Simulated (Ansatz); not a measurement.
Pt, response to strain

Consider Pt in the fcc (Cu type) structure (space group Fm-3m, No. 225; a = 3.895 Å; relaxed with 0.1 eV smearing).

Strains are applied to the cell and any free atomic positions relax.

Calculations: DFT with LDA, PAW potentials and a 420 eV plane-wave cutoff in Ansatz (a quantum-chemistry and plane-wave program), without spin-orbit coupling.

Notes on the quantities. energy relative to the base: free energy F.

| case | energy relative to the base | volume per atom | pressure |
|---|---|---|---|
| base | 0 meV/atom | 14.78 Å³ | 0.0 GPa |
| isotropic strain −3.00 % | +130 meV/atom | 13.49 Å³ | 35.5 GPa |
| isotropic strain −2.50 % | +88 meV/atom | 13.70 Å³ | [?] |
| isotropic strain −1.00 % | +13 meV/atom | 14.34 Å³ | 10.0 GPa |
| isotropic strain +0.50 % | +3.1 meV/atom | 15.00 Å³ | [?] |
| isotropic strain +1.00 % | +12 meV/atom | 15.22 Å³ | -8.4 GPa |
| isotropic strain +1.50 % | +27 meV/atom | 15.45 Å³ | -12.1 GPa |
| isotropic strain +2.00 % | +47 meV/atom | 15.68 Å³ | -15.5 GPa |
| isotropic strain +2.50 % | +71 meV/atom | 15.91 Å³ | -18.5 GPa |
| isotropic strain +3.00 % | +100 meV/atom | 16.15 Å³ | -21.3 GPa |

### Question
Some entries are withheld; estimate them.

### Answer

- isotropic strain −2.50 %, pressure: 28.4 GPa
- isotropic strain +0.50 %, pressure: -4.4 GPa

No phonon test of stability was made. The final runs are not spin-polarised. Pt lies near a magnetic instability that expansion can trigger; it was not tested.
